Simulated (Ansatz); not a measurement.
Abridged Ansatz (a quantum-chemistry and plane-wave program) output:

```
Relaxation: its limit of steps is 60 (relax.max_steps)
Pseudopotential: Ti, paw, valence charge 12
Pseudopotential: P, paw, valence charge 5
Crystal: 8 atoms, lattice volume = 119.724 Å³
Basis set: ecut = 420 eV, 2307 PW (Γ), exchange–correlation on 48×48×160 points (8 copies of the dense FFT grid, shifted against one another)
Bands: 42, of which v1, the nominal top of the filled ones, is band 34 counted from 1 (33 counted from 0)
Symmetry: 24 space group operations
k-points: 90 of 1024
Functional: x = pbesol(κ = 0.804, μ = 0.12345679012345678), c = pbesol(β = 0.046)
SCF iter   1: F=—  HF=-12866.035654 eV  |F-HF|=—  |Δ(HF+E_count)|=         —  Δρ=5.06e-3  dr2=2.36e-2  ethr=1.77e-3  ⟨swp⟩=6.4  Hψ=15723  notcnv=0
SCF iter   2: F=—  HF=-12866.028220 eV  |F-HF|=—  |Δ(HF+E_count)|=   7.43e-3  Δρ=2.58e-3  dr2=7.79e-3  ethr=3.47e-5  ⟨swp⟩=3.0  Hψ=8062  notcnv=0  defer=41
SCF 1 converged in 6 iterations: F = -12866.026083 eV  dr2 = 6.95e-8
relax step   1: F+E_penalty+E_count = -12866.02608259 eV  Δ(F+E_penalty+E_count) = +0.000e0 eV  max|allowed force component| = 6.852e-3 eV/Å  Δτ_max = 0.0000 Å  P = +0.288 GPa  Ω = 119.724 Å³  (6 SCF iters, dr2 threshold 1.00e-7 eV, accepted)
[... steps on the carried basis left out ...]
relax step   4: F+E_penalty+E_count = -12866.02509068 eV  Δ(F+E_penalty+E_count) = +5.400e-5 eV  max|allowed force component| = 9.490e-4 eV/Å  Δτ_max = 0.0000 Å  P = +0.700 GPa  Ω = 119.401 Å³  stress off target by 2.08e-3 GPa  SCF on the basis re-selected at this cell (its energy is not comparable with the rows above)  (8 SCF iters)
SCF converged after 8 iterations
Free energy (F): -12866.025091 eV
Internal energy: -12866.002716 eV  (E = F + TS)
E sigma→0 (E₀):  -12866.013903 eV
Entropy (-TS):   -0.022375 eV (-2.797 meV/atom)
Fermi energy:    13.017476 eV
--- Forces (eV/Å), atoms counted from 1 ---
  atom   1  Ti     0.00000000     0.00000000    -0.00094900
  atom   2  Ti     0.00000000    -0.00000000     0.00094900
  atom   3  Ti     0.00000000    -0.00000000    -0.00094900
  atom   4  Ti     0.00000000     0.00000000     0.00094900
  atom   5  P      0.00000000    -0.00000000     0.00000000
  atom   6  P      0.00000000     0.00000000     0.00000000
  atom   7  P      0.00000000    -0.00000000     0.00000000
  atom   8  P      0.00000000    -0.00000000    -0.00000000
--- Stress (GPa, compression-positive) ---
        0.700680       0.000000       0.000000
        0.000000       0.700680       0.000000
        0.000000       0.000000       0.697915
  P = ⅓ Tr σ = 0.6998 GPa (6.998 kbar)
--- Relaxed structure (3 steps of the walk, 3 accepted, 1 SCFs on fresh bases) ---
  cell:  # Å, volume = 119.4009 Å³
    - [3.4489169336979337, 0.0, 0.0]
    - [-1.7244584668489669, 2.9868496801247413, 0.0]
    - [0.0, 0.0, 11.590746476516031]
  atoms:
    - { symbol: Ti, position: [0.3333333333333333, 0.6666666666666666, 0.3837403241609534] }
    - { symbol: Ti, position: [0.6666666666666666, 0.3333333333333333, 0.6162596758390465] }
    - { symbol: Ti, position: [0.6666666666666666, 0.3333333333333333, 0.8837403241609535] }
    - { symbol: Ti, position: [0.3333333333333333, 0.6666666666666666, 0.11625967583904652] }
    - { symbol: P, position: [0.6666666666666666, 0.3333333333333333, 0.25] }
    - { symbol: P, position: [0.3333333333333333, 0.6666666666666666, 0.75] }
    - { symbol: P, position: [3.5419024539551374e-34, 3.210702053307266e-34, 0.5] }
    - { symbol: P, position: [3.631882463057073e-34, 3.3449006762250205e-34, -1.168449158385443e-21] }
```

What was computed, and what are the main results?

TiP, 8 atoms in the cell, with Ansatz, PBEsol, PAW, cutoff 420 eV, without spin-orbit coupling, from a series relaxed to a target (pressure 0.7 GPa). The last SCF converged to F = -12866.025091 eV, or -1608.2531 eV per atom, at a pressure of 0.70 GPa. The total energy compares only with runs of the same code, potentials and settings.

Load acts through the strain it causes; cell and atoms are relaxed under it. No phonon test of stability was made. The final runs are not spin-polarised. The cell was made from TiP (space group P6_3/mmc, No. 194) by this change: pressure 0.7 GPa.

Keys are those of Ansatz 0.2.
